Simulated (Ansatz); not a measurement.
Terminations of the (0001) surface of hcp Ru, measured from the surface 'clean 1x1'. Atoms come from or go to: Ag: fcc Ag, Al: fcc Al, Au: fcc Au, Cu: fcc Cu, Ir: fcc Ir, Mn: fcc-type Mn, layered antiferromagnet, Ni: fcc Ni, ferromagnetic, Re: hcp Re, Ru: hcp Ru, Sb: rhombohedral Sb, Si: silicon. ΔE is the energy of forming the row's surface from that one (negative: more stable at these reservoirs); the vacuum level's shift is aligned on the shared bottom. No zero-point or thermal terms. These are constructed structures in small cells; real faces may alloy, dewet or reconstruct in larger ones, and not all known structures of the face are among them. Slabs of about 11 Å, Fermi-Dirac smearing of 0.1 eV. Bottom of the slabs: a bare face, its two planes held. Relaxed from the named starts with such symmetry as they have, on meshes of like density; energies extrapolated to zero smearing; spin only where a row says so; no spin-orbit coupling, no U. Brackets mark spin-polarised runs, whose order is one that fits the cell. A dash marks a value that is undefined for that row (no clear gap, or no work function of a gapped slab) or was not read reliably on its mesh.

Level of theory: PBE (plane waves to 420 eV, PAW; Ansatz, a quantum-chemistry and plane-wave program).

| surface | atoms added per 1x1 | ΔE per 1x1 (eV) | shift of the vacuum level (eV) | work function (eV) |
|---|---|---|---|---|
| a pseudomorphic layer of Si in the host's stacking | +1 Si | -0.65 | 0.17 | 5.16 |
| a pseudomorphic layer of Mn in the host's stacking [spin, 3.4 μB a cell] | +1 Mn | 0.19 | -0.64 | 4.35 |
| a pseudomorphic layer of Ni in the host's stacking [spin, 0.3 μB a cell] | +1 Ni | -0.08 | -0.25 | 4.73 |
| (√3x√3)R30° layer of Sb, one a cell, on the site that continues the host's stacking | +0.333 Sb | -0.53 | -0.39 | 4.60 |
| a layer of Cu in place of the second plane | +1 Cu, -1 Ru | [?] | 0.42 | 5.40 |
| a layer of Ir in place of the third plane | +1 Ir, -1 Ru | -0.10 | 0.01 | 5.01 |
| one row in 2 of the top plane missing | -0.5 Ru | 0.56 | -1.02 | 3.94 |
| a pseudomorphic layer of Ag in the other hollow | +1 Ag | -0.24 | -0.40 | 4.59 |
| one added row of Ru in 4 | +0.25 Ru | [?] | -0.62 | 4.36 |
| a pseudomorphic layer of Au in the host's stacking | +1 Au | [?] | 0.05 | 5.04 |
| a pseudomorphic layer of Re in the host's stacking | +1 Re | [?] | 0.26 | 5.24 |
| a layer of Al in place of the third plane | +1 Al, -1 Ru | [?] | -0.17 | 4.89 |

Problem. Fill in the missing entries.

Solution. 
- a layer of Cu in place of the second plane, ΔE per 1x1 (eV): 0.72
- one added row of Ru in 4, ΔE per 1x1 (eV): 0.26
- a pseudomorphic layer of Au in the host's stacking, ΔE per 1x1 (eV): -0.41
- a pseudomorphic layer of Re in the host's stacking, ΔE per 1x1 (eV): 0.04
- a layer of Al in place of the third plane, ΔE per 1x1 (eV): -0.60
